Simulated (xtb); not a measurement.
xtb 6.7.1, GFN1-xTB: Sr(F)(k2OAc)(dme) (CC1[O][Sr]2([F])(<-[O]=1)<-[O](C)CC[O]->2C), 25 atoms. The geometry is a generated start, not checked to be a minimum at this level.

```yaml
run_flags: --grad
method: GFN1-xTB
"--acc": 1 (default)
"--etemp (K)": 300 (default)
basis_functions: 80
valence_electrons: 70
```

```xyz
25

Sr     0.3732     0.2895     0.5950
F      1.4862     1.4018    -0.5847
C      0.7305    -0.9090     4.3842
C      0.6893    -0.3994     2.9530
O      0.1054     0.6770     2.7219
O      1.2129    -1.0947     2.0596
H      1.6580    -1.4475     4.5547
H      0.6333    -0.0758     5.0732
H     -0.1039    -1.5912     4.5291
C      1.5259    -1.5451    -1.6599
O      0.2238    -1.1374    -1.2875
C     -0.3745    -0.3221    -2.2704
C     -1.7223     0.1362    -1.7242
O     -1.5910     0.9810    -0.6031
C     -1.4285     2.3489    -0.9399
H      1.9025    -2.1718    -0.8506
H      2.1811    -0.6726    -1.7787
H      1.4939    -2.1198    -2.5946
H     -0.5244    -0.8951    -3.1982
H      0.2659     0.5445    -2.4745
H     -2.2699    -0.7486    -1.3768
H     -2.3006     0.6338    -2.5135
H     -0.4918     2.5255    -1.4723
H     -1.4003     2.8977     0.0016
H     -2.2746     2.6943    -1.5438
```

One run each on 1 thread. Values of broydamp tried: 0.02, 0.05, 0.1, 0.2, 0.4 (default), 0.6, 0.8, 1.

How does the count of SCC iterations change with broydamp, and where is it least?

Fewest SCC iterations, within one of each other: 0.4 (default) with 11, 0.6 with 12. The count rises to 21 at 0.02. All converge to one solution.

| broydamp | SCC iterations | end |
|---|---|---|
| 0.02 | 21 | same solution |
| 0.05 | 18 | same solution |
| 0.1 | 16 | same solution |
| 0.2 | 13 | same solution |
| 0.4 (default) | 11 | same solution |
| 0.6 | 12 | same solution |
| 0.8 | 13 | same solution |
| 1 | 17 | same solution |
